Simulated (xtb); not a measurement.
xtb 6.7.1, GFN1-xTB: Zr(NH)(NMe2)(Me) (C[N](C)[Zr]([CH3])=[NH]), 16 atoms. The geometry is a generated start, not checked to be a minimum at this level.

| Property | Value |
|---|---|
| method | GFN1-xTB |
| --acc | 1 (default) |
| --etemp (K) | 300 (default) |
| detailed input (--input) | none: ANC optimiser, Lindh (1995) Hessian, microcycle=20, maxdispl=1.0, hlow=0.01 (default) |
| basis functions | 50 |
| valence electrons | 36 |

```xyz
16

Zr    -1.3509     0.0440    -0.4322
N     -0.5901    -1.0030    -1.8167
H      0.1355    -0.5537    -2.4225
N     -0.0605    -0.3452     1.1288
C      1.2979     0.0299     0.7509
C     -0.0936    -1.7869     1.3787
H      2.0021    -0.2172     1.5605
H      1.6284    -0.5089    -0.1708
H      1.3442     1.1142     0.5731
H      0.2137    -2.3627     0.4772
H      0.5943    -2.0470     2.2008
H     -1.1077    -2.0940     1.6794
C     -1.0679     2.1513    -1.1283
H     -1.3096     2.9049    -0.3621
H     -1.6388     2.4040    -2.0345
H      0.0030     2.2704    -1.3825
```

Charge 0 and multiplicity 1 are set for this test and not shown to be the ground state.

The structure is relaxed from this start with --opt LEVEL for the levels crude, sloppy, loose, lax, normal, tight, vtight, extreme, once each. Up to the end of the extreme run atoms move by at most 1.2 Å along an axis.

Question: Choose the cheapest level whose final energy lies within 5 meV of that of extreme.

Answer: lax: 62 cycles against 89, ending 2.1 meV above.

```csv
level,cycles,energy above the extreme run (meV),gradient norm (eV/Å)
crude,16,230,0.48
sloppy,45,34,0.16
loose,56,7.0,0.13
lax,62,2.1,0.097
normal,67,0.35,0.039
tight,71,0.15,0.0081
vtight,85,under 0.01,0.0017
extreme,89,—,0.00085
```
